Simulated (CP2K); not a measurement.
Band structure of As (R-3m, 2 atoms in the cell).

```
CELL_PARAMETERS angstrom
      4.23024     0.00000     0.00000
      2.61147     3.32793     0.00000
      2.61147     1.27027     3.07597
ATOMIC_POSITIONS crystal
  As 0.22443 0.22443 0.22443
  As 0.77557 0.77557 0.77557
```

Method of the run: PBE, GPW, DZVP-MOLOPT-SR-GTH basis, GTH-PBE potentials (GTH_POTENTIALS) (CP2K).

Settings: CUTOFF = 400 Ry; REL_CUTOFF = 50 Ry; SMEAR/METHOD = FERMI_DIRAC; ELECTRONIC_TEMPERATURE = 1160.45 K; KPOINTS/SCHEME = MONKHORST-PACK 9 9 9; XC_FUNCTIONAL = PBE; As/BASIS_SET = DZVP-MOLOPT-SR-GTH; As/POTENTIAL = GTH-PBE-q5; METHOD = GPW; EPS_DEFAULT = 1e-10; EXTRAPOLATION = USE_GUESS; NGRIDS = 4; SCF_GUESS = ATOMIC; EPS_SCF = 1e-06.

The starting cell comes from a database of computed structures (which also holds hypothetical and non-ambient phases and stackings), without a prior relaxation at this level. Its lattice was rescaled by a random factor within 2.5 % of one. Values carry the incompleteness of an atom-centred basis.

Levels in eV from the Fermi level, bands 2 to 7:
```
point       2      3      4      5      6     7
-----  ------  -----  -----  -----  -----  ----
Γ       -6.17  -2.75  -2.02  -2.02   1.34  2.74
L      -11.20  -3.33  -3.14  -0.66  -0.38  0.21
Z      -10.03  -1.84  -1.84  -0.42   0.98  0.98
F      -10.06  -5.99  -4.34  -4.14   1.41  5.22
P1     -10.33  -6.20  -3.84  -3.14   1.95  3.84
P      -10.33  -6.20  -3.84  -3.14   1.95  3.84
```

Bands cross the Fermi level along this path, so the cell is metallic at this level.

Higher empty bands are left out: an atom-centred basis made for the valence describes them poorly.
